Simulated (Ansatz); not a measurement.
The parent structure is Ag in the fcc (Cu type) structure (space group Fm-3m, No. 225; a = 4.055 Å).

Levels (all Ansatz, an electronic-structure program, PAW, earlier PAW set): PBEsol (420 eV, without spin-orbit coupling); PBEsol+SOC (420 eV, spin-orbit coupling included).

The geometry is relaxed with PBEsol.

```
Quantity           Value
---------------  -------
PBEsol pressure  0.0 GPa
```

With PBEsol+SOC at the same geometry, the pressure goes from zero to -0.2 GPa.

Single points use the geometry relaxed with PBEsol. Differences between runs with and without spin-orbit coupling are approximate. Stability against distortions was not tested.
